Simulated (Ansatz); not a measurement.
Consider Ta2O5 (space group Pmmm, No. 47; a = 3.670 Å, b = 3.859 Å, c = 6.433 Å; a cell from a computed database, its experimental status unchecked).

One thing is altered: every lattice vector is shortened by 5.24 %; the atoms relax in the strained cell.

Levels (all Ansatz, an electronic-structure program, PAW): PBEsol (420 eV, scalar-relativistic without spin-orbit coupling); r2SCAN (500 eV, scalar-relativistic without spin-orbit coupling); HSE06 (420 eV, no spin-orbit coupling).

One geometry, relaxed with PBEsol, under each level:

| level | band gap | lowest conduction level above the VBM at special points | pressure |
|---|---|---|---|
| PBEsol | 0.58 eV | X 0.58 eV; U 0.66 eV; Γ 0.86 eV; S 0.90 eV | 55.48 GPa |
| r2SCAN | 0.99 eV | X 0.99 eV; U 1.06 eV; Γ 1.34 eV; S 1.36 eV | 57.24 GPa |
| HSE06 | ? | ? | – |

**Question.** Give the withheld HSE06 results.

**Answer.** 
- HSE06, band gap: 1.98 eV
- HSE06, lowest conduction level above the VBM at special points: X 1.98 eV; U 2.06 eV; Γ 2.44 eV

Single points use the geometry relaxed with PBEsol. Their cutoffs differ, which shifts pressures a little. The hybrid gap comes from the SCF mesh plus the semilocal run's edge points and a few special points and is an upper bound. With Ta present, leaving out spin-orbit coupling can change the band edges. No phonon test of stability was made.
